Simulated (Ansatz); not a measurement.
A computed series for CdS: thickness series

The reference is CdS in the wurtzite structure (space group P6_3mc, No. 186).

```xyz
4
Lattice="4.1636 0.0000 0.0000 -2.0818 3.6057 0.0000 0.0000 0.0000 6.7672" Properties=species:S:1:pos:R:3 pbc="T T T"
Cd     2.0818     1.2019     0.0067
Cd     0.0000     2.4038     3.3903
S      2.0818     1.2019     4.2242
S      0.0000     2.4038     0.8406
```

Cartesian axes are those of the cell as printed.

Free-standing slabs (4 atom(s) a layer) normal to the y axis with 15 Å of vacuum; in-plane cell held at bulk.

Level of theory: r2SCAN, PAW, 500 eV (Ansatz, an electronic-structure program; no SOC).

Candidates:
(a) 2 layers
(b) 4 layers
(c) 3 layers
(d) 1 layer

For the base:

- Band gap = 1.63 eV

Order them by band gap, lowest first.

(b) 4 layers (1.79 eV), (c) 3 layers (1.87 eV), (a) 2 layers (2.02 eV), (d) 1 layer (2.39 eV)

No phonon test of stability was made.
